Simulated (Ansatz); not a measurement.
Quick settings and what they miss: ScAg3 (Fm-3m, 4 atoms in the cell)

Self-consistent single point.

```
CELL_PARAMETERS angstrom
      0.00000     3.38362     3.38362
      3.38362     0.00000     3.38362
      3.38362     3.38362     0.00000
ATOMIC_POSITIONS crystal
  Sc 0.00000 0.00000 0.00000
  Ag 0.25000 0.25000 0.25000
  Ag 0.75000 0.75000 0.75000
  Ag 0.50000 0.50000 0.50000
```

Computed with PBEsol, PAW files made with PBE (plane waves; Ansatz, a program for electronic structure).

Base settings: basis.ecutwfc = 30.9 Ry; kpoints.mp_grid.grid = 7 7 7; hamiltonian.xc = pbesol; hamiltonian.pseudopotentials = {kind: paw} (the program's default PAW files); scf.occupations.method = cold; scf.occupations.width = 0.0147 Ry.

Tight run (finer mesh or higher cutoff; not a proven limit): basis.ecutwfc: 30.9 Ry → 43.4 Ry; kpoints.mp_grid.grid: 7 7 7 → 10 10 10; scf.convergence.dr2_threshold: default (1e-07 eV) → 1e-09 eV. It gave Fermi level (on the code's own zero) 14.21 eV; pressure -7.57 GPa.

Quick runs, as changes from the base:
- A: the base itself
- B: basis.ecutwfc: 30.9 Ry → 24.6 Ry; kpoints.mp_grid.grid: 7 7 7 → 6 6 6; scf.occupations.method: cold → fermi_dirac; scf.occupations.width: 0.0147 Ry → 0.0367 Ry; scf.convergence.dr2_threshold: default (1e-07 eV) → 0.001 eV
- C: basis.ecutwfc: 30.9 Ry → 21.7 Ry; kpoints.mp_grid.grid: 7 7 7 → 8 8 8
- D: basis.ecutwfc: 30.9 Ry → 18.4 Ry; kpoints.mp_grid.grid: 7 7 7 → 6 6 6; hamiltonian.xc: pbesol → lda; scf.occupations.width: 0.0147 Ry → 0.01 Ry [LDA (PW92)]

Energies are extrapolated to zero smearing width, which holds to low order in the width alone.

Dashes: energy of D, another energy zero.

† marks runs with another functional, U, potentials or spin treatment: their distance from the tight run is not a convergence error alone.

The count of work is k-points × plane waves × bands × iterations; it is no time. 

Pressures in the table are Ansatz's without its Pulay estimate, at a fixed set of plane waves; the tight run's value above holds the estimate.

The starting cell comes from a database of computed structures (which also holds hypothetical and non-ambient phases and stackings), without a prior relaxation at this level. Its lattice was rescaled by a random factor within 2.5 % of one. In the base run, with a pressure of about -8 GPa the cell is away from its equilibrium volume at this level.

| run | energy less tight (meV/atom) | pressure less tight (GPa) | count of work / tight |
|---|---|---|---|
| A | 2.3 | 0.00 | 0.20 |
| B | -2.2 | 0.36 | 0.089 |
| C | 97.1 | -8.04 | 0.18 |
| D† | – | -53.63 | 0.079 |

Among the runs at the tight run's level, the energy misses run from 2.2 to 97.1 meV/atom.

Left out of this page: 2 runs of the series unsound by tests on forces, stress, charge or solver warnings.

Keys are those of Ansatz 0.2.
